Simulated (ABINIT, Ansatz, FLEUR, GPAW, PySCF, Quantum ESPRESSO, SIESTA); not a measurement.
# One structure in several programs: KCl (Fm-3m, 2 atoms in the cell)

Self-consistent single point.

```
CELL_PARAMETERS angstrom
      0.00000     3.14500     3.14500
      3.14500     0.00000     3.14500
      3.14500     3.14500     0.00000
ATOMIC_POSITIONS crystal
  K  0.00000 0.00000 0.00000
  Cl 0.50000 0.50000 0.50000
```

Shared settings, as Ansatz (a program for electronic structure) writes them: kpoints.mp_grid.grid = 3 3 3; scf.occupations.method = fermi_dirac; scf.occupations.width = 0.05 eV. Potentials and cutoffs stand in the table.

```csv
code,model,pressure (GPa),gap on the mesh (eV),cutoff
Ansatz,"PBE, default PAW files",0.80,5.192,420 eV
ABINIT,"PBE, PAW (JTH v2.0 PBE PAW)",0.91,5.190,707 eV
GPAW,"PBE, GPAW PAW datasets PBE (gpaw-data 1.0.1)",0.74,5.195,600 eV
SIESTA,"GGA PBE, numerical atomic orbitals DZP, PseudoDojo PBE standard norm-conserving potentials (rewritten from UPF to PSML)",1.26,5.069,grid 350 Ry
PySCF,"PBE, Gaussian basis gth-dzvp-molopt-sr, GTH pseudopotentials gth-pbe, FFT density fitting with multigrid",–,5.184,grid 60 Ha
Quantum ESPRESSO,"PBE, SSSP 1.1.2 efficiency (PBE) pseudopotentials",0.69,5.192,50 Ry
FLEUR,"PBE, all-electron FLAPW (FLEUR), scalar-relativistic valence",–,5.328,Kmax 3.8 1/bohr
```

A dash marks a value that a program does not give, or that is left out as unsure.

Gaps are read on the mesh.

The spread over the programs that give each value: pressure within 0.57 GPa; gap on the mesh within 0.259 eV.

SIESTA and PySCF use small atom-centred bases, whose incompleteness enters pressures, forces and empty levels differently from a plane-wave cutoff. FLEUR treats all electrons, but the usual bases taken here (sphere radii, linearisation, local orbitals, empty states) were not tested for convergence, so the values are no reference for the others. Ansatz's pressure is given at a fixed set of plane waves, as the other plane-wave codes print theirs. In the gap, SIESTA (by 0.123) and FLEUR (by 0.136) lie more than 0.12 eV from the median of the plane-wave programs.

On the base mesh (6 6 6) the same programs gave: Ansatz pressure 0.78 GPa, gap on the mesh 5.194 eV; Quantum ESPRESSO pressure 0.67 GPa, gap on the mesh 5.194 eV; ABINIT pressure 0.89 GPa, gap on the mesh 5.192 eV; GPAW pressure 0.72 GPa, gap on the mesh 5.197 eV; PySCF gap on the mesh 5.186 eV; FLEUR gap on the mesh 5.330 eV; SIESTA pressure 1.11 GPa, gap on the mesh 5.069 eV.

The starting cell has typed, rounded lattice constants, without a prior relaxation at this level.

Left out of this page: CP2K (on another mesh); Elk (not drawn, or without a comparable value).

Keys are those of Ansatz 0.2.
